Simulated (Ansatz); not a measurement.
```
CELL_PARAMETERS angstrom
     14.50000     0.00000     0.00000
      0.00000    14.50000     0.00000
      0.00000     0.00000     6.09503
ATOMIC_POSITIONS crystal
  Na 0.40470 0.40470 0.00000
  I  0.37936 0.37936 0.50000
  I  0.37936 0.62064 0.00000
  Na 0.40470 0.59530 0.50000
  I  0.62064 0.37936 0.00000
  Na 0.59530 0.40470 0.50000
  Na 0.59530 0.59530 0.00000
  I  0.62064 0.62064 0.50000
```

All values below come from PBE (plane waves to 420 eV, PAW; Ansatz, a first-principles code). Mesh 1×1×50. No spin polarisation. One-dimensional cell, images about 11 Å apart. A hypothetical model. It keeps the symmetry and period of its start, so it need not be a minimum against all distortions. Values not marked SOC lack spin–orbit coupling.

### Question
Tabulate the two highest filled and two lowest empty levels along the axis, from the valence top.

### Answer
```tsv
k (2π/c)	v2 (eV)	v1 (eV)	c1 (eV)	c2 (eV)
0.000	-0.19	0.00	4.14	4.94
0.042	-0.19	0.00	4.15	4.95
0.083	-0.18	-0.01	4.20	4.99
0.125	-0.17	-0.03	4.29	5.05
0.167	-0.17	-0.06	4.39	5.13
0.208	-0.15	-0.09	4.53	–
0.250	-0.14	-0.13	4.68	–
0.292	-0.14	-0.14	4.85	–
0.333	-0.13	-0.13	5.04	–
0.375	-0.13	-0.13	–	–
0.417	-0.13	-0.13	–	–
0.458	-0.12	-0.12	–	–
0.500	-0.12	-0.12	–	–
```
A dash stands for levels within 1 eV of the vacuum level or above it.
